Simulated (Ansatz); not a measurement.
System: RhPtN₂ (model structure, started from the PtCoO2 type, R-3m, No. 166, 4 atoms in the cell). Method: LDA (PAW; Ansatz, an electronic-structure program).

Input:

Ansatz 0.2 input:
```yaml
crystal:
  lattice:
    - [1.4429081894, 0.833063605, 6.1987435217]
    - [-1.4429081894, 0.833063605, 6.1987435217]
    - [0.0, -1.6661266896, 6.1987435917]
  atoms:
    - { symbol: Rh, position: [0.5, 0.5, 0.5] }
    - { symbol: Pt, position: [0.0, 0.0, 0.0] }
    - { symbol: N, position: [0.8958683792, 0.8958683792, 0.8958683792] }
    - { symbol: N, position: [0.1041316208, 0.1041316208, 0.1041316208] }
basis:
  ecutwfc: 520
  ecutrho_ratio: 4
  xc_grid: 2
kpoints:
  mp_grid: { grid: [22, 22, 22] }
hamiltonian:
  xc: lda
  dispersion: none
  pseudopotentials: { kind: paw }
scf:
  occupations: { method: fermi_dirac, width: 0.05 }
output:
  forces: true
  stress: true
  eigenvalues: true
relax:
  f_tol: 0.004
  escape_saddle: false
  max_steps: 80
  cell: { stress_tol: 0.02, fix: [volume] }
```

From the output:

```
Relaxation: its limit of steps is 80 (relax.max_steps)
Crystal: 4 atoms, lattice volume = 44.707 Å³
Basis set: ecut = 520 eV, 1199 PW (Γ), FFT grids on a1−a3, a2−a3, a3, exchange–correlation on 48×48×96 points (8 copies of the dense FFT grid, shifted against one another)
Bands: 27, of which v1, the nominal top of the filled ones, is band 23 counted from 1 (22 counted from 0)
Symmetry: 12 space group operations
Space group: R-3m (ITA 166), of the structure as read, at distance tolerance 3.5e-5 Å
k-points: 1024 of 10648
Functional: x = slater, c = lda
SCF iter   1: F=—  HF=-19269.685247 eV  |F-HF|=—  |Δ(HF+E_count)|=         —  Δρ=1.65e-2  dr2=1.12e-1
SCF iter   2: F=—  HF=-19269.673521 eV  |F-HF|=—  |Δ(HF+E_count)|=   1.17e-2  Δρ=8.18e-3  dr2=2.87e-2
  ...
SCF 1 converged in 6 iterations: F = -19269.668835 eV  dr2 = 9.87e-8
Crystal: 4 atoms, lattice volume = 44.707 Å³
Basis set: ecut = 520 eV, 1223 PW (Γ), FFT grids on a1−a3, a2−a3, a3, exchange–correlation on 48×48×96 points (8 copies of the dense FFT grid, shifted against one another)
Initial density: handed on by an earlier stage of this run
SCF 2 converged in 6 iterations: F = -19269.671545 eV  dr2 = 3.12e-9
Crystal: 4 atoms, lattice volume = 44.707 Å³
SCF 3 converged in 6 iterations: F = -19269.671642 eV  dr2 = 3.56e-10
Crystal: 4 atoms, lattice volume = 44.707 Å³
SCF 4 converged in 6 iterations: F = -19269.671645 eV  dr2 = 1.24e-11
Crystal: 4 atoms, lattice volume = 44.707 Å³
SCF iter   7: F=-19269.671642 eV  HF=-19269.671642 eV  |F-HF|=7.28e-12  |Δ(HF+E_count)|=  3.64e-12  Δρ=1.46e-9  dr2=1.34e-15
SCF iter   8: F=-19269.671642 eV  HF=-19269.671642 eV  |F-HF|=3.64e-12  |Δ(HF+E_count)|=  3.64e-12  Δρ=3.42e-10  dr2=2.62e-17
SCF 5 converged in 8 iterations: F = -19269.671642 eV  dr2 = 2.62e-17
SCF converged after 8 iterations
Free energy (F): -19269.671642 eV
Internal energy: -19269.644275 eV  (E = F + TS)
E sigma→0 (E₀):  -19269.657958 eV
Fermi energy:    17.112495 eV
--- Forces (eV/Å), atoms counted from 1 ---
  atom   1  Rh     0.00000000     0.00000000     0.00000000
  atom   2  Pt    -0.00000000     0.00000000     0.00000000
  atom   3  N      0.00000000    -0.00000000    -0.00161590
  atom   4  N      0.00000000     0.00000000     0.00161590
--- Stress (GPa, compression-positive) ---
       -4.874447       0.000000      -0.000000
        0.000000      -4.874447       0.000000
       -0.000000       0.000000      -4.853777
  P = ⅓ Tr σ = -4.8676 GPa (-48.676 kbar)
```

The cell is one volume of an energy–volume scan, off the minimum.

The PAW data were made under PBE.

Note: the run has no spin polarisation, so it can have missed a magnetic state. Note: the relaxation could raise the start's symmetry but not lower it, so the cell can be a saddle point.

The result took roughly 5 core-minutes.

A model structure was made by putting elements into a prototype or built by hand; it is no filed structure, need not be a known phase, and can be a saddle point held by its symmetry.
